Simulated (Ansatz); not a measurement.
The reference is In$_{2}$Si$_{2}$O$_{7}$ (space group C2/m, No. 12).

```xyz
11
Lattice="3.3160 -4.3248 0.0000 3.3160 4.3248 0.0000 -1.0364 0.0000 4.6101" Properties=species:S:1:pos:R:3 pbc="T T T"
In     3.3160     1.6642     0.0000
In     3.3160    -1.6642     0.0000
Si     1.0457     0.0000     1.8890
Si     4.5500     0.0000     2.7211
O      4.2592    -1.3561     3.6023
O      1.3365     1.3561     1.0078
O      1.3365    -1.3561     1.0078
O      4.2592     1.3561     3.6023
O     -0.5182     0.0000     2.3050
O      3.7385     0.0000     1.3024
O      1.8572     0.0000     3.3077
```

The values are results of plane-wave PAW DFT at the PBEsol level (Ansatz, a program for electronic structure, 420 eV), no spin-orbit coupling, not measurements.

For the base:

| Item | Value |
|---|---|
| Valence-band top at Γ | 0.00, -0.44, -0.54 eV |
| Band gap | 2.87 eV |
| Density | 5.00 g/cm³ |

Now apply this change: hydrostatic tension (pressure −2 GPa).

Task: What happens to the valence-band top at Γ?

Result: The valence-band top at Γ (three highest levels, from the VBM) goes from 0.00, -0.44, -0.54 eV to 0.00, -0.43, -0.54 eV.

Task: How does this affect the band gap?

Result: The band gap falls by 0.10 eV, from 2.87 eV to 2.77 eV.

Task: How does this affect the density?

Result: The density decreases by 0.064 g/cm³ (5.00 g/cm³ → 4.93 g/cm³).

Load acts through the strain it causes; cell and atoms are relaxed under it. Stability against distortions was not tested.
